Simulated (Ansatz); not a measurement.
**Effect of x(Sb) = 0.333, 6 atoms, P-3m1 on Bi**

The parent structure is Bi in the A7 type structure (space group R-3m, No. 166; a = 4.5205 Å, c = 12.0283 Å (hexagonal axes); layered).

The other end (x = 1) is Sb (space group R-3m, No. 166; layered): 30.67 Å³/atom, gap zero.

The change: a fraction x = 0.333 of the Bi sites is given to Sb, ordered in a cell of 6 atoms (starting symmetry P-3m1) and fully relaxed.

The values are results of Ansatz (a quantum-chemistry and plane-wave program), r2SCAN+rVV10, PAW, cutoff 500 eV, scalar-relativistic without spin-orbit coupling, not measurements. k-mesh 12×12×4 (Γ-centred); smearing 0.05 eV (Fermi–Dirac), for the changed cell.

```tsv
quantity	base	changed	shift
volume per atom	35.48 Å³	33.95 Å³	-1.53 Å³
density	9.78 g/cm³	8.80 g/cm³	-0.98 g/cm³
band gap	zero	zero	–
mixing energy (to 0.01 eV only: unlike meshes or grids)	–	0.00 eV/atom	–
deviation of the volume from the linear (Vegard-type) interpolation	–	+0.2 %	–
```

Final structure:

```yaml
crystal:
  lattice:
    - [4.45142, 0.00000, 0.00000]
    - [-2.22571, 3.85504, 0.00000]
    - [0.00000, 0.00000, 11.87014]
  atoms:
    - { symbol: Bi, position: [0.66667, 0.33333, 0.56924] }
    - { symbol: Sb, position: [0.33333, 0.66667, 0.90889] }
    - { symbol: Bi, position: [0.00000, 0.00000, 0.22187] }
    - { symbol: Sb, position: [0.66667, 0.33333, 0.09111] }
    - { symbol: Bi, position: [0.33333, 0.66667, 0.43076] }
    - { symbol: Bi, position: [0.00000, 0.00000, 0.77813] }
```

Each cell is one ordered arrangement of few atoms, which overstates ordering effects compared with a random alloy. Spin-orbit coupling, missing from the scalar runs, can matter with Bi and Sb. Stability against distortions was not tested. All final runs are without spin polarisation. The zero or small gap of Bi2Sb can change with the level of theory.
